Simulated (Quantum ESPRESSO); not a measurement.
Quick settings and what they miss: NaAsF₆ (R-3, 8 atoms in the cell)

Self-consistent single point.

```xyz
8
Lattice="2.6034 1.5030 4.8090 -2.6034 1.5030 4.8090 0.0000 -3.0061 4.8090" Properties=species:S:1:pos:R:3 pbc="T T T"
Na     0.0000     0.0000     7.2135
As     0.0000     0.0000     0.0000
F      0.7083    -1.7373     5.8390
F     -0.7083     1.7373     8.5879
F      1.1504     1.4820     5.8390
F     -1.1504    -1.4820     8.5879
F     -1.8587     0.2552     5.8390
F      1.8587    -0.2552     8.5879
```

Method of the run: LDA (PZ), GBRV 1.5 ultrasoft (LDA) pseudopotentials (plane waves; Quantum ESPRESSO).

Base settings: ecutwfc = 40 Ry; ecutrho = 200 Ry; occupations = fixed; potentials = {Na: na_lda_v1.5.uspp.F.UPF, As: as_lda_v1.uspp.F.UPF, F: f_lda_v1.4.uspp.F.UPF}; K_POINTS = automatic 5 5 5 0 0 0; nbnd = 36; conv_thr = 1e-10 Ry.

Tight run (finer mesh or higher cutoff; not a proven limit): ecutwfc: 40 Ry → 56 Ry; ecutrho: 200 Ry → 280 Ry; conv_thr: 1e-10 Ry → 7.3e-11 Ry; K_POINTS: automatic 5 5 5 0 0 0 → automatic 7 7 7 0 0 0. It gave top of the valence band (on the code's own zero) -1.66 eV; gap on the k-point mesh 4.73 eV; pressure -4.66 GPa; largest force (vector length) 0.522 eV/Å.

Quick runs, as changes from the base:
- A: the base itself
- B: ecutwfc: 40 Ry → 28 Ry; ecutrho: 200 Ry → 140 Ry; conv_thr: 1e-10 Ry → 7.3e-05 Ry; K_POINTS: automatic 5 5 5 0 0 0 → automatic 4 4 4 0 0 0
- C: ecutwfc: 40 Ry → 24 Ry; ecutrho: 200 Ry → 192 Ry; occupations: fixed → smearing; nbnd: 36 → default; conv_thr: 1e-10 Ry → 7.3e-05 Ry; pseudopotentials: {Na: na_lda_v1.5.uspp.F.UPF, As: as_lda_v1.uspp.F.UPF, F: f_lda_v1.4.uspp.F.UPF} → {Na: na_pbe_v1.5.uspp.F.UPF, As: As.pbe-n-rrkjus_psl.0.2.UPF, F: f_pbe_v1.4.uspp.F.UPF}; K_POINTS: automatic 5 5 5 0 0 0 → automatic 6 6 6 0 0 0; smearing: default → gaussian; and 2 further keys [PBEsol]
- D: ecutwfc: 40 Ry → 20 Ry; ecutrho: 200 Ry → 100 Ry; occupations: fixed → smearing; nbnd: 36 → default; K_POINTS: automatic 5 5 5 0 0 0 → automatic 2 2 2 1 1 1; smearing: default → methfessel-paxton; degauss: default → 0.036749 Ry
- E: ecutwfc: 40 Ry → 24 Ry; ecutrho: 200 Ry → 120 Ry; conv_thr: 1e-10 Ry → 7.3e-06 Ry; K_POINTS: automatic 5 5 5 0 0 0 → automatic 1 1 1 0 0 0
- F: occupations: fixed → smearing; nbnd: 36 → default; K_POINTS: automatic 5 5 5 0 0 0 → automatic 4 4 4 0 0 0; smearing: default → gaussian; degauss: default → 0.036749 Ry

Dashes: time of B, D, E, under 30 s; energy of C, another energy zero; gap of D, left out as unsure on this mesh or at this smearing.

Gaps are read on each run's own mesh, which may miss the band edges.

† marks runs with another functional, U, potentials or spin treatment: their distance from the tight run is not a convergence error alone.

The count of work is k-points × plane waves × bands × iterations; it is no time. Core times come from one kind of shared machine and are given to one figure; runs under 30 s give none.

The starting cell comes from a database of computed structures (which also holds hypothetical and non-ambient phases and stackings), without a prior relaxation at this level. Its lattice was rescaled by a random factor within 2.5 % of one. In the base run, with a pressure of about -5 GPa the cell is away from its equilibrium volume at this level.

```
run  energy less tight (meV/atom)  pressure less tight (GPa)  largest miss in a force vector (eV/Å)  gap on the mesh less tight (eV)  count of work / tight  core time / tight (rough)
---  ----------------------------  -------------------------  -------------------------------------  -------------------------------  ---------------------  -------------------------
A                             5.2                      -0.31                                  0.017                            0.005                   0.23                        0.2
B                           366.5                     -24.57                                  0.007                           -0.015                  0.046                          –
C†                              –                     -61.54                                  0.156                            0.119                  0.100                       0.10
D                          3990.0                    -170.38                                  0.293                                –                 0.0067                          –
E                          1198.5                     -59.76                                  0.236                            0.028                 0.0026                          –
F                             5.2                      -0.30                                  0.017                           -0.001                   0.13                        0.2
```

Among the runs at the tight run's level, the energy misses run from 5.2 to 3990.0 meV/atom.
